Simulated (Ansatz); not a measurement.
The starting structures come from a database of crystals and need not be the phases stable at ambient conditions.

 Where the default PAW files enter, the runs use the earlier of Ansatz's two default sets.

Data:

```
CELL_PARAMETERS angstrom
      4.95578     0.00000     0.00000
      0.00000     5.33242     0.00000
      0.00000     2.37699     4.77332
ATOMIC_POSITIONS crystal
  Si 0.27070 0.02668 0.32758
  Si 0.77070 0.97332 0.67242
  Si 0.27070 0.67242 0.97332
  Si 0.77070 0.32758 0.02668
  N  0.61502 0.09564 0.34288
  N  0.11502 0.90436 0.65712
  N  0.61502 0.65712 0.90436
  N  0.11502 0.34288 0.09564
  O  0.22129 0.79128 0.20872
  O  0.72129 0.20872 0.79128
```

Space group of this cell: Cmc2_1. The cell is strained (all lengths scaled by 1.02); by PBEsol its mean pressure is -9.5 GPa.

Transport runs along the normal of the first two printed cell vectors.

The gap is the functional's own. No spin-orbit coupling. Mid-gap values are interpolated on the energy grid.

Task: Estimate the band gap and the smallest decay constant κ at mid-gap that PBEsol run with Ansatz (an electronic-structure program) returns for this system.

Result: Gap 4.53 eV on a 6×6×6 mesh; κ = 0.408 1/Å, at the zone centre.
